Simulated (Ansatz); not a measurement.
## Hypothetical diamond Zn, pressure series

The parent structure is Zn in the diamond structure (space group Fd-3m, No. 227; a = 5.827 Å; a hypothetical phase, not in the database extracts checked).

Cell and atoms are relaxed at each pressure.

All numbers come from DFT with PBE, PAW potentials and a 420 eV plane-wave cutoff in Ansatz (an electronic-structure program), scalar-relativistic without spin-orbit coupling.

| pressure (GPa) | volume per atom (Å³/atom) |
|---|---|
| -2 | 27.181 |
| 0 | 24.729 |
| 0.3 | ? |
| 0.7 | 24.095 |
| 1.5 | 23.482 |
| 3 | 22.546 |
| 5 | 21.582 |
| 7.5 | 20.640 |
| 10 | 19.887 |

Question: Fit the third-order Birch–Murnaghan form P(V) = (3B₀/2)[(V₀/V)^(7/3) − (V₀/V)^(5/3)]·[1 + (3/4)(B₀′ − 4)((V₀/V)^(2/3) − 1)] (squares taken in P) to the rows shown and predict the withheld row.

Answer: Least squares on the printed values gives V₀ = 24.689 Å³/atom, B₀ = 26.3 GPa, B₀′ = 5.2; this predicts 24.417 Å³/atom, and the run gives 24.445 Å³/atom, 0.028 higher.

Load acts through the strain it causes; cell and atoms are relaxed under it. No phonon test of stability was made. Competing high-pressure phases were not computed.
